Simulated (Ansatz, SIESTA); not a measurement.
**LaMg6Nb (Amm2, 8 atoms in the cell) computed with different codes at matched settings**

Relaxation of cell and atoms.

```
CELL_PARAMETERS angstrom
      5.07303     0.00000     0.00000
      0.00000     3.25044     5.78244
      0.00000    -3.25044     5.78244
ATOMIC_POSITIONS crystal
  La 0.00000 0.80737 0.80737
  Mg 0.00000 0.81032 0.33814
  Mg 0.00000 0.33814 0.81032
  Mg 0.00000 0.33328 0.33328
  Mg 0.50000 0.66642 0.18792
  Mg 0.50000 0.18792 0.66642
  Mg 0.50000 0.16928 0.16928
  Nb 0.50000 0.68725 0.68725
```

Shared settings, as Ansatz (a program for electronic structure) writes them: kpoints.mp_grid.grid = 4 3 3; scf.occupations.method = gaussian; scf.occupations.width = 0.0147 Ry. Potentials and cutoffs stand in the table.

```json
[
 {"code": "Ansatz", "model": "PBEsol, PAW files made with PBE", "final volume (Å³/atom)": "22.87", "cutoff": "default"},
 {"code": "SIESTA", "model": "GGA PBEsol, numerical atomic orbitals DZP, PseudoDojo PBEsol standard norm-conserving potentials (rewritten from UPF to PSML)", "final volume (Å³/atom)": "24.19", "cutoff": "grid 300 Ry"}
]
```

On Ansatz's run: spin polarisation is off.

The spread over the programs that give each value: final volume within 1.32 Å³/atom.

SIESTA uses small atom-centred bases, whose incompleteness enters pressures, forces and empty levels differently from a plane-wave cutoff. The programs treat the finite-basis stress differently while the cell relaxes: Ansatz adds an estimate of it.

The starting cell comes from a database of computed structures (which also holds hypothetical and non-ambient phases and stackings), without a prior relaxation at this level. Its lattice was rescaled by a random factor within 2.5 % of one.

Keys are those of Ansatz 0.2.
